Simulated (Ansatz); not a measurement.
An Ansatz (a first-principles code) run: BaZrO3; DFT with PBEsol, PAW potentials and a 420 eV plane-wave cutoff in Ansatz, spin-orbit coupling left out.

Input:

Ansatz 0.2 input:
```yaml
crystal:
  lattice:
    - [4.1805559676, 0, 0]
    - [0, 4.1805559676, 0]
    - [0, 0, 4.1805559676]
  atoms:
    - { symbol: Ba, position: [0, 0, 0] }
    - { symbol: Zr, position: [0.5, 0.5, 0.5] }
    - { symbol: O, position: [0, 0.5, 0.5] }
    - { symbol: O, position: [0.5, 0.5, 0] }
    - { symbol: O, position: [0.5, 0, 0.5] }
basis: { ecutwfc: 420, ecutrho_ratio: 4, xc_grid: 2, fft_grid_basis: typed }
kpoints: { mp_grid: { grid: [8, 8, 8] } }
hamiltonian:
  xc: pbesol
  dispersion: none
  pseudopotentials: { kind: paw }
scf: { occupations: { method: fermi_dirac, width: 0.05 }, convergence: { dr2_threshold: 0.0000000005 } }
output: { forces: true, stress: true }
```

Output (explanatory and most iteration lines left out):

```
Pseudopotential: Ba, paw, valence charge 10
Pseudopotential: Zr, paw, valence charge 12
Pseudopotential: O, paw, valence charge 6
Crystal: 5 atoms, lattice volume = 73.064 Å³
Basis set: ecut = 420 eV, 1365 PW (Γ), exchange–correlation on 60×60×60 points (8 copies of the dense FFT grid, shifted against one another)
Bands: 25, of which v1, the nominal top of the filled ones, is band 20 counted from 1 (19 counted from 0)
Symmetry: 48 space group operations
Space group: Pm-3m (ITA 221), of the structure as read, at distance tolerance 4.2e-5 Å
k-points: 35 of 512
Functional: x = pbesol(κ = 0.804, μ = 0.12345679012345678), c = pbesol(β = 0.046)
SCF iter   1: F=—  HF=-11683.032458 eV  |F-HF|=—  |Δ(HF+E_count)|=         —  Δρ=1.59e-2  dr2=1.60e-1  ethr=1.77e-3  ⟨swp⟩=7.2  Hψ=4667  notcnv=0
SCF iter   2: F=—  HF=-11682.995843 eV  |F-HF|=—  |Δ(HF+E_count)|=   3.66e-2  Δρ=4.80e-3  dr2=1.12e-2  ethr=3.99e-4  ⟨swp⟩=2.4  Hψ=1759  notcnv=0  defer=33
SCF 1 converged in 8 iterations: F = -11682.993280 eV  dr2 = 3.44e-11
SCF converged after 8 iterations
Free energy (F): -11682.993280 eV
Internal energy: -11682.993280 eV  (E = F + TS)
E sigma→0 (E₀):  -11682.993280 eV
Fermi energy:    11.398365 eV
--- Forces (eV/Å), atoms counted from 1 ---
  atom   1  Ba    -0.00000000     0.00000000    -0.00000000
  atom   2  Zr     0.00000000    -0.00000000    -0.00000000
  atom   3  O      0.00000000     0.00000000     0.00000000
  atom   4  O      0.00000000     0.00000000     0.00000000
  atom   5  O      0.00000000    -0.00000000    -0.00000000
--- Stress (GPa, compression-positive) ---
        0.004943       0.000000       0.000000
        0.000000       0.004943       0.000000
        0.000000       0.000000       0.004943
  P = ⅓ Tr σ = 0.0049 GPa (0.049 kbar)
```

Whether these cells are dynamically stable was not tested. The cell is BaZrO3 in the cubic perovskite structure (space group Pm-3m, No. 221).
